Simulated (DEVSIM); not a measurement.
Device: abrupt Ge p-n junction, at 300 K.

Layer 1 from the left is Ge, thickness (μm) 4.10, Na (cm⁻³) 1.7e16, τn (s) 0.00079, τp (s) 0.00079. Layer 2 from the left is Ge, thickness (μm) 11.0, Nd (cm⁻³) 5.2e15, τn (s) 0.00079, τp (s) 0.00079.

Left contact: ohmic. Right contact: ohmic. Voltage is applied to the left contact. Recombination: SRH at mid-gap. Mobility is μmin + (μ − μmin)/(1 + (N/Nref)^α).

Constants are typed, rounded textbook-type inputs, not results; the design itself was drawn at random and stands for no fabricated device. Values at 300 K.

Ge: gap (eV) 0.664, affinity (eV) 4, permittivity 16, Nc (cm⁻³) 1.04e19, Nv (cm⁻³) 6e18, μn (cm²/Vs) 3900, μp (cm²/Vs) 1900, μn,min 150, μp,min 100, Nref,n 2.6e17, Nref,p 4e17, αn 0.56, αp 0.6.

DEVSIM, 1D drift-diffusion, Boltzmann statistics, complete ionisation; no tunnelling, impact ionisation, image-force lowering or self-heating.

What does the simulation give for the dark forward voltage at 1 A/cm², the potential step across the device at zero bias, the dark forward voltage at 100 A/cm², the largest field in the device at zero bias?

dark forward voltage at 1 A/cm² 0.170 V; potential step across the device at zero bias 0.316 V; dark forward voltage at 100 A/cm² 0.311 V; largest field in the device at zero bias 16000 V/cm.
